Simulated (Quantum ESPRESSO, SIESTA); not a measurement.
A Quantum ESPRESSO input for a self-consistent single point of Y2NiRu3 (R-3m, 6 atoms in the cell) (DFT, PBEsol, plane waves, PseudoDojo standard norm-conserving (PBESOL) pseudopotentials):

```fortran
&CONTROL
 calculation = 'scf'
 prefix = 'y2niru3'
 outdir = './out'
 pseudo_dir = './'
 tprnfor = .true.
 tstress = .true.
/
&SYSTEM
 ibrav = 5
 celldm(1) = 9.827869386
 celldm(4) = 0.51176775617
 nat = 6
 ntyp = 3
 ecutwfc = 100
 occupations = 'smearing'
 smearing = 'fermi-dirac'
 degauss = 0.0099958
/
&ELECTRONS
 conv_thr = 1.0e-11
 mixing_beta = 0.7
/
ATOMIC_SPECIES
Y     88.9058  Y.upf
Ni    58.6934  Ni.upf
Ru   101.0700  Ru.upf
ATOMIC_POSITIONS {crystal}
Y     0.123039000    0.123039000    0.123039000
Y     0.876961000    0.876961000    0.876961000
Ni    0.500000000    0.500000000    0.500000000
Ru    0.000000000    0.500000000    0.500000000
Ru    0.500000000    0.000000000    0.500000000
Ru    0.500000000    0.500000000    0.000000000
K_POINTS {automatic}
5 5 5  0 0 0
```

**Question.** Write the same calculation as an input for SIESTA.

**Answer.** One input that does it (others would too):

```
# files in the folder: Y.psml Ni.psml Ru.psml (PseudoDojo PBEsol standard)
SystemName  Y2NiRu3
SystemLabel siesta

NumberOfAtoms                6
NumberOfSpecies              3
%block ChemicalSpeciesLabel
  1 39 Y
  2 28 Ni
  3 44 Ru
%endblock ChemicalSpeciesLabel
LatticeConstant              1.0 Ang
%block LatticeVectors
     2.569560000    1.483536000    4.271253000
    -2.569560000    1.483536000    4.271253000
     0.000000000   -2.967072000    4.271253000
%endblock LatticeVectors
AtomicCoordinatesFormat      ScaledCartesian
%block AtomicCoordinatesAndAtomicSpecies
     0.000000000   -0.000000000    1.576592094  1
     0.000000000   -0.000000000   11.237166906  1
     0.000000000    0.000000000    6.406879500  2
    -1.284780000   -0.741768000    4.271253000  3
     1.284780000   -0.741768000    4.271253000  3
     0.000000000    1.483536000    4.271253000  3
%endblock AtomicCoordinatesAndAtomicSpecies

XC.functional                GGA
XC.authors                   PBEsol
PAO.BasisSize                DZP
PAO.EnergyShift              0.005 Ry
MeshCutoff                   350 Ry
%block kgrid.MonkhorstPack
    5   0   0  0.0
    0   5   0  0.0
    0   0   5  0.0
%endblock kgrid.MonkhorstPack
OccupationFunction           FD
ElectronicTemperature        0.136 eV

MaxSCFIterations             150
SCF.Mixer.Method             Pulay
SCF.Mixer.Weight             0.1
SCF.Mixer.History            6
SCF.DM.Tolerance             1.0E-05
Diag.ParallelOverK           true
WriteForces                  true
Charge.Mulliken              end
```

Basis, cutoffs, solver keys and any potentials are the target program's own. This input uses DFT, GGA PBEsol, numerical atomic orbitals DZP, PseudoDojo PBEsol standard norm-conserving potentials (rewritten from UPF to PSML).

The starting cell comes from a database of computed structures (which also holds hypothetical and non-ambient phases and stackings), without a prior relaxation at this level. Its lattice was rescaled by a random factor within 2.5 % of one.
